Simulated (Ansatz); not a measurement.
**Fluorite CeH₂ (cell taken from a computed entry)**

These are PBEsol (PAW; Ansatz, a quantum-chemistry and plane-wave program) values and carry that method's errors.

Run with plane-wave cutoff 500 eV, 12×12×12 k mesh, Fermi–Dirac smearing 0.05 eV, spin-polarised start, scalar-relativistic PAW data made under PBE.

Cell: relaxed at this level.

```yaml
equilibrium_volume_per_atom: 13.03 Å³/atom
lattice_constant_a: 5.387 Å
band_gap: zero (no gap)
```

Note: the magnetic order was assumed, not searched for or taken from measurement; the relaxation could not lower the start's symmetry, so the cell can be a saddle point above a distorted one; the 4f shell is treated without U or exact exchange, so its levels and filling can be wrong.

Spin–orbit coupling is not included.

The computed numbers hold no vibrational or temperature effects.

Computing time: very roughly 50 core-seconds.
